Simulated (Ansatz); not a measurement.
**Rh under a change: pressure 7 GPa**

Start from Rh in the fcc (Cu type) structure (space group Fm-3m, No. 225; a = 3.800 Å).

Perturbation: cell and atoms relaxed at a pressure of 7 GPa.

Computed with r2SCAN in Ansatz (plane waves to 500 eV, PAW, no spin-orbit coupling). Settings: 21×21×21 k-points, 0.05 eV Fermi–Dirac smearing.

| quantity | base | changed | shift |
|---|---|---|---|
| volume per atom | 13.72 Å³ | 13.40 Å³ | -0.32 Å³ |
| lattice parameter a | 3.800 Å | 3.771 Å | -0.029 Å |
| shortest interatomic distance | 2.687 Å | 2.666 Å | -0.021 Å |
| band gap | zero | zero | – |

Final structure:

```
Rh
1.0
    0.00000     1.88527     1.88527
    1.88527     0.00000     1.88527
    1.88527     1.88527     0.00000
Rh
1
Direct
  0.00000   0.00000   0.00000
```

Cost of the whole job for the changed cell (relaxation, final SCF and bands): roughly 30 core-seconds.

Load acts through the strain it causes; cell and atoms are relaxed under it. No phonon test of stability was made. No other phases were tried under pressure. All final runs are without spin polarisation.

Ansatz is a program for electronic structure.
